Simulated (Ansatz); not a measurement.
Results of r²SCAN in Ansatz (PAW) for MoSeS (P-3m1, No. 164, 6 atoms in the cell; start mp-1221404).

Run with plane-wave cutoff 560 eV, 12×12×4 k mesh (along the axes of the cell as run), Fermi–Dirac smearing 0.01 eV, no spin polarisation, scalar-relativistic PAW data made under PBE.

Cell (relaxed at this level):

```yaml
crystal:
  lattice:
    - [3.25202, 0.00000, 0.00000]
    - [-1.62601, 2.81633, 0.00000]
    - [0.00000, 0.00000, 13.56279]
  atoms:
    - { symbol: Mo, position: [0.00000, 0.00000, 0.26191] }
    - { symbol: Mo, position: [0.00000, 0.00000, 0.73809] }
    - { symbol: Se, position: [0.66667, 0.33333, 0.86249] }
    - { symbol: Se, position: [0.33333, 0.66667, 0.13751] }
    - { symbol: S, position: [0.33333, 0.66667, 0.37388] }
    - { symbol: S, position: [0.66667, 0.33333, 0.62612] }
```

Problem. Give the computed band gap and Γ–Γ gap.

Solution. 
* **band gap**: 1.07 eV (on the SCF k mesh)
* **Γ–Γ gap**: 2.40 eV

Note: the relaxation could not lower the start's symmetry, so the cell can be a saddle point above a distorted one; the cell has widely spaced layers and the level no dispersion term, so their spacing and the moduli can rest on weak binding.

Spin–orbit coupling is not included.

It cost very roughly 2.7 core-minutes of CPU time.

A start named mp-… is a Materials Project structure, which need not be a measured phase.

Ansatz is a quantum-chemistry and plane-wave program.
